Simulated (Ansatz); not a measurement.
Formation energy of the bound charge states of H_P in zinc-blende AlP (start: the P site; 64-site cell, 2×2×2 shifted sampling) against the Fermi level, Al-rich (Δμ(P) = -1.26 eV, Δμ(H) = -0.003 eV, bounded by AlH3 (R-3c); only phases computed here count, gases as isolated molecules at 0 K). Calculation: PBE, PAW (plane waves to 420 eV; Ansatz, a first-principles code).

Set-up: 64-site cell; 2×2×2 shifted k-points; host gap 1.63 eV; charged states image-corrected; finite-size errors of tenths of an eV; flagged in the runs: a strain field that reaches the edge of the cell.

Left out: charge −1 (carrier in host band states).

| E_F − E_VBM (eV) | q = +2 | q = +1 | q = 0 |
|---|---|---|---|
| 0.00 | 0.90 | 1.91 | 2.44 |
| 0.20 | 1.31 | 2.11 | 2.44 |
| 0.41 | 1.71 | 2.32 | 2.44 |
| 0.61 | 2.12 | 2.52 | 2.44 |
| 0.82 | 2.53 | 2.72 | 2.44 |
| 1.02 | 2.94 | 2.93 | 2.44 |
| 1.22 | 3.35 | 3.13 | 2.44 |
| 1.43 | 3.75 | 3.34 | 2.44 |
| 1.63 | 4.16 | 3.54 | 2.44 |

Crossings of the lowest lines: (+2/0) at 0.77 eV.
